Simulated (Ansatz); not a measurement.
Consider CdSe in the zinc blende structure (space group F-43m, No. 216).

```yaml
crystal:
  lattice:
    - [0.00000, 3.04101, 3.04101]
    - [3.04101, 0.00000, 3.04101]
    - [3.04101, 3.04101, 0.00000]
  atoms:
    - { symbol: Se, position: [0.75000, 0.75000, 0.75000] }
    - { symbol: Cd, position: [0.00000, 0.00000, 0.00000] }
```

Cartesian axes are those of the cell as printed.

Level of theory: Kohn–Sham DFT with the PBEsol functional, run in Ansatz (an electronic-structure program) with PAW and 420 eV plane waves, no spin-orbit coupling, earlier PAW set.

Strains are applied to the cell and any free atomic positions relax; under biaxial strain the out-of-plane vector relaxes too.

One change was made to it. Results:

The gap character stays direct at Γ; the energy grows by 0.5 meV/atom.

Q: Name the change that was made.
(A) biaxial strain −1.51 %, plane normal [110], relaxed out of plane
(B) isotropic strain −1.98 %
(C) strain tensor (xx, yy, zz, yz, xz, xy) = (−0.70, −0.89, +0.97, −0.92, −0.76, +0.67) %
(D) uniaxial strain ε_zz = −3.18 %
(E) uniaxial strain ε_yy = −0.94 %

A: E, uniaxial strain ε_yy = −0.94 %. For comparison, the energy relative to the base in the other runs: isotropic strain −1.98 % gives +17 meV/atom; uniaxial strain ε_zz = −3.18 % gives +5.8 meV/atom; biaxial strain −1.51 %, plane normal [110], relaxed out of plane gives +3.0 meV/atom; strain tensor (xx, yy, zz, yz, xz, xy) = (−0.70, −0.89, +0.97, −0.92, −0.76, +0.67) % gives +2.0 meV/atom.

Whether these cells are dynamically stable was not tested. k-point labels follow each cell's own Brillouin zone.
